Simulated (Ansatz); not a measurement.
**A computed series for ZnSe: pressure series**

Start from ZnSe in the zinc blende structure (space group F-43m, No. 216; a = 5.665 Å).

Cell and atoms are relaxed at each pressure.

All numbers come from r2SCAN (Ansatz, a first-principles code; PAW; 500 eV plane waves; scalar-relativistic without spin-orbit coupling).

```json
[
 {"case": "base", "band gap": "1.87 eV", "shortest interatomic distance": "2.453 Å", "width of the top valence band": "2.71 eV"},
 {"case": "pressure −2 GPa", "band gap": "1.73 eV", "shortest interatomic distance": "2.480 Å", "width of the top valence band": "2.56 eV"},
 {"case": "pressure −1 GPa", "band gap": "1.80 eV", "shortest interatomic distance": "2.466 Å", "width of the top valence band": "2.64 eV"},
 {"case": "pressure 0.3 GPa", "band gap": "1.89 eV", "shortest interatomic distance": "2.449 Å", "width of the top valence band": "2.73 eV"},
 {"case": "pressure 0.7 GPa", "band gap": "1.91 eV", "shortest interatomic distance": "2.445 Å", "width of the top valence band": "2.76 eV"},
 {"case": "pressure 1.5 GPa", "band gap": "1.96 eV", "shortest interatomic distance": "2.435 Å", "width of the top valence band": "2.82 eV"},
 {"case": "pressure 3 GPa", "band gap": "2.05 eV", "shortest interatomic distance": "2.419 Å", "width of the top valence band": "2.92 eV"},
 {"case": "pressure 5 GPa", "band gap": "2.16 eV", "shortest interatomic distance": "2.400 Å", "width of the top valence band": "3.04 eV"},
 {"case": "pressure 7.5 GPa", "band gap": "2.28 eV", "shortest interatomic distance": "2.378 Å", "width of the top valence band": "3.19 eV"},
 {"case": "pressure 10 GPa", "band gap": "2.39 eV", "shortest interatomic distance": "2.359 Å", "width of the top valence band": "3.33 eV"}
]
```

Load acts through the strain it causes; cell and atoms are relaxed under it. Whether these cells are dynamically stable was not tested. Tetrahedral semiconductors of this kind turn to denser phases somewhere between about 1 and 50 GPa; those were not computed, so compressed cells here can lie past the real transition.
